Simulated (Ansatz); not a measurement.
Take AlCo in the CsCl type structure (space group Pm-3m, No. 221; a = 2.853 Å; not spin-polarised; relaxed with 0.1 eV smearing) as the base.

All numbers come from plane-wave PAW DFT at the PBE level (Ansatz, a program for electronic structure, 420 eV), no spin-orbit coupling.

Base values:

```
Property    Value
--------  -------
Pressure  0.0 GPa
Band gap     zero
```

It is then changed as follows: an isotropic linear strain of +4.98 %, atoms relaxed at fixed cell.

Problem. What does the calculation give for the energy relative to the base after the change?

Solution. The energy grows by 123 meV/atom.

Problem. What happens to the pressure?

Solution. The pressure goes from zero to -19.0 GPa.

Problem. What happens to the band gap?

Solution. The band gap is still zero.

No phonon test of stability was made. Starting moments died away, wholly or in part, for the base; another magnetic solution may exist. All final runs are without spin polarisation.
